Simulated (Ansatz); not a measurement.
Defect migration in wurtzite ZnO: O vacancy, charge state +2. All values below come from PBE, PAW (plane waves to 420 eV; Ansatz, an electronic-structure program).

Cell of 72 host sites held at the relaxed PBE lattice; one k-point at (0.125, 0.250, 0.250); Fermi-Dirac width 0.01 eV, spin-restricted; finite-size errors left in. Static, classical nuclei. The charge state is imposed; whether it is stable for some Fermi level was not computed. Forms of the defect that were not tried may lie lower.

Barriers: single points on a 2×2×2 k-point mesh shifted by half a step along c at the bands' geometries.

Relaxed starting cell (atoms counted from 1):

```xyz
71
Lattice="9.8385 0.0000 0.0000 -4.9192 8.5204 0.0000 0.0000 0.0000 10.5876" Properties=species:S:1:pos:R:3 pbc="T T T"
Zn     1.6373     0.9408     2.1498
Zn     1.6358     0.9418     7.9637
Zn     0.0019     3.7950     2.6118
Zn     0.0012     3.8225     7.9712
Zn    -1.6288     6.6171     2.6108
Zn    -1.6064     6.6048     7.9696
Zn     4.9263     0.9298     2.6111
Zn     4.9489     0.9169     7.9701
Zn     3.2730     3.7951     2.6118
Zn     3.2719     3.8219     7.9709
Zn     1.6367     6.6212     2.6374
Zn     1.6361     6.6217     7.9470
Zn     8.1865     0.9293     2.6114
Zn     8.1617     0.9161     7.9702
Zn     6.5567     3.7794     2.6340
Zn     6.5563     3.7801     7.9356
Zn     4.9024     6.6163     2.6106
Zn     4.8786     6.6043     7.9699
Zn    -0.3505     2.0950     5.4492
Zn    -0.0447     1.9194    10.5311
Zn    -1.6395     4.7372     5.2763
Zn    -1.6552     4.7296    10.5944
Zn    -3.2841     7.1761     5.4455
Zn    -3.2835     7.5289    10.5293
Zn     3.6201     2.0948     5.4480
Zn     3.3158     1.9196    10.5307
Zn     1.6353     4.7578     5.3087
Zn     1.6355     4.7504    10.5919
Zn     0.0133     7.5645     5.3076
Zn     0.0073     7.5695    10.5910
Zn     6.5544     1.8873     5.2750
Zn     6.5553     1.9081    10.5942
Zn     4.9111     4.7368     5.2771
Zn     4.9266     4.7293    10.5937
Zn     3.2570     7.5640     5.3073
Zn     3.2640     7.5693    10.5911
O      1.6358     0.9484     9.9811
O      0.0134     3.7868     4.6336
O     -0.0054     3.8033     9.9522
O     -1.6365     6.6417     4.6323
O     -1.6323     6.6197     9.9508
O      4.9044     0.9316     4.6325
O      4.9280     0.9421     9.9510
O      3.2582     3.7877     4.6334
O      3.2769     3.8036     9.9521
O      1.6353     6.6274     4.6457
O      1.6356     6.6287     9.9407
O      8.2048     0.9312     4.6330
O      8.1821     0.9414     9.9509
O      6.5550     3.7860     4.6504
O      6.5551     3.7877     9.9332
O      4.9068     6.6410     4.6322
O      4.9037     6.6194     9.9510
O     -0.0150     1.8963     1.9968
O     -0.0040     1.8906     7.3240
O     -1.6444     4.7265     2.0121
O     -1.6421     4.7300     7.2727
O     -3.2829     7.5521     1.9959
O     -3.2832     7.5710     7.3233
O      3.2896     1.8969     1.9968
O      3.2759     1.8905     7.3238
O      1.6373     4.7304     2.0068
O      1.6364     4.7297     7.2957
O     -0.0019     7.5675     2.0061
O     -0.0042     7.5693     7.2946
O      6.5567     1.8901     2.0115
O      6.5556     1.8875     7.2720
O      4.9192     4.7262     2.0117
O      4.9150     4.7299     7.2734
O      3.2756     7.5671     2.0062
O      3.2764     7.5689     7.2944
```
Cell charge +2.

End state 1 differs by these moves (Å; atoms that move under 0.08 Å are left out):

```csv
atom,element,Δx,Δy,Δz
1,Zn,-0.02,0.00,0.46
9,Zn,0.00,-0.01,-0.46
19,Zn,0.33,-0.22,-0.14
23,Zn,0.00,0.40,-0.17
25,Zn,-0.34,-0.61,0.00
26,Zn,-0.04,-0.08,0.00
27,Zn,-0.34,0.17,0.14
33,Zn,0.35,0.19,0.17
44,O,-1.63,-2.83,0.00
```

Give the forward and backward barriers to end state 1 at the level PBE, PAW.

forward 1.33 eV, backward 1.33 eV; at the saddle point atom 44 has neighbours Zn at 1.89, 2 Zn at 2.22 Å. The saddle point's order was not checked, and it lies on a symmetry element of the cell, where a band can be held.
